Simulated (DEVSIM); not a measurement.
Structure: Co/TiO2/p-InP capacitor, at 250 K.

```csv
layer (left to right),material,thickness (nm),Na (cm⁻³)
1,TiO2,3.30,-
2,InP,3000,4.4e16
```

Metal gate on the left, work function 5 eV. Fixed charge at the semiconductor interface -4.2e13 cm⁻² (in units of +e); interface traps 1.5e10 cm⁻² eV⁻¹, uniform in energy, neutral level at 0.7 of the gap above the valence band.

Constants are typed, rounded textbook-type inputs, not results; the design itself was drawn at random and stands for no fabricated device. Values at 300 K; Nc and Nv go as T^1.5, mobilities as T to minus their exponent, the gap by Varshni's rule with the affinity fixed.

```tsv
parameter	TiO2	InP
gap (eV)	3.2	1.344
affinity (eV)	3.9	4.38
permittivity	60	12.5
Nc (cm⁻³)	-	5.7e17
Nv (cm⁻³)	-	1.1e19
Varshni α (eV/K)	-	0.000363
Varshni β (K)	-	162
```

DEVSIM, 1D Poisson equation in equilibrium, Boltzmann statistics, complete ionisation; no quantum confinement or tunnelling. Metal contacts follow the ideal Schottky-Mott rule: no Fermi-level pinning, no interface dipoles.

**Question.** Tabulate band edges, carrier densities and field at 0.1 V on the gate.

**Answer.** Energies count from the Fermi level of the right contact; mesh points crowd at the junctions.

| x (μm) | Ec (eV) | Ev (eV) | n (cm⁻³) | p (cm⁻³) | field (V/cm) |
|---|---|---|---|---|---|
| 0.000 | 1.000 | -2.200 | < 1e2 | < 1e2 | 1300000 |
| 0.0009726 | 1.124 | -2.076 | < 1e2 | < 1e2 | 1300000 |
| 0.002024 | 1.259 | -1.941 | < 1e2 | < 1e2 | 1300000 |
| 0.003053 | 1.390 | -1.810 | < 1e2 | < 1e2 | 1300000 |
| 0.004504 | 0.959 | -0.401 | < 1e2 | 6.9e10 | 58000 |
| 0.007121 | 0.974 | -0.386 | < 1e2 | 1.4e11 | 57000 |
| 0.01264 | 1.004 | -0.356 | < 1e2 | 5.7e11 | 53000 |
| 0.02924 | 1.083 | -0.276 | < 1e2 | 2.3e13 | 42000 |
| 0.05924 | 1.182 | -0.177 | < 1e2 | 2.2e15 | 24000 |
| 0.1184 | 1.242 | -0.117 | < 1e2 | 3.6e16 | 2200 |
| 0.2472 | 1.247 | -0.113 | < 1e2 | 4.4e16 | ≈ 0 |
| 0.6566 | 1.247 | -0.113 | < 1e2 | 4.4e16 | ≈ 0 |
| 1.335 | 1.247 | -0.113 | < 1e2 | 4.4e16 | ≈ 0 |
| 2.189 | 1.247 | -0.113 | < 1e2 | 4.4e16 | ≈ 0 |
| 2.699 | 1.247 | -0.113 | < 1e2 | 4.4e16 | ≈ 0 |
| 2.854 | 1.247 | -0.113 | < 1e2 | 4.4e16 | ≈ 0 |
| 2.933 | 1.247 | -0.113 | < 1e2 | 4.4e16 | ≈ 0 |
| 2.970 | 1.247 | -0.113 | < 1e2 | 4.4e16 | ≈ 0 |
| 2.991 | 1.247 | -0.113 | < 1e2 | 4.4e16 | ≈ 0 |
| 2.998 | 1.247 | -0.113 | < 1e2 | 4.4e16 | ≈ 0 |
| 3.001 | 1.247 | -0.113 | < 1e2 | 4.4e16 | ≈ 0 |
| 3.003 | 1.247 | -0.113 | < 1e2 | 4.4e16 | ≈ 0 |
